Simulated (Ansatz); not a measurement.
Base system: LiNbO₃ (space group R3c, No. 161).

```xyz
10
Lattice="2.5687 1.4831 4.6282 -2.5687 1.4831 4.6282 0.0000 -2.9661 4.6282" Properties=species:S:1:pos:R:3 pbc="T T T"
Li     0.0000     0.0000     9.7495
Li     0.0000     0.0000     2.8072
Nb     0.0000     0.0000    13.6650
Nb     0.0000     0.0000     6.7227
O     -0.6526     1.4375     8.1613
O      1.5712    -0.1536     8.1613
O     -0.9186    -1.2839     8.1613
O      0.9975     1.3295     5.8471
O      0.6526    -1.5286     5.8471
O     -1.6501     0.1991     5.8471
```

Cartesian axes are those of the cell as printed.

Level of theory: r2SCAN/PAW in Ansatz (an electronic-structure program), no spin-orbit coupling.

Before the change:

```
Quantity                         Result
-----------------------------  --------
Shortest interatomic distance  187.9 pm
```

Now apply this change: strain tensor (xx, yy, zz, yz, xz, xy) = (−0.31, −1.65, +0.44, +0.68, −0.19, +1.85) %; the atoms relax in the strained cell.

Problem. What does the calculation give for the energy relative to the base and shortest interatomic distance after the change?

Solution. The energy rises by 5.9 meV/atom; the shortest interatomic distance shrinks by 1.55 pm, from 187.9 pm to 186.3 pm.

No phonon test of stability was made.
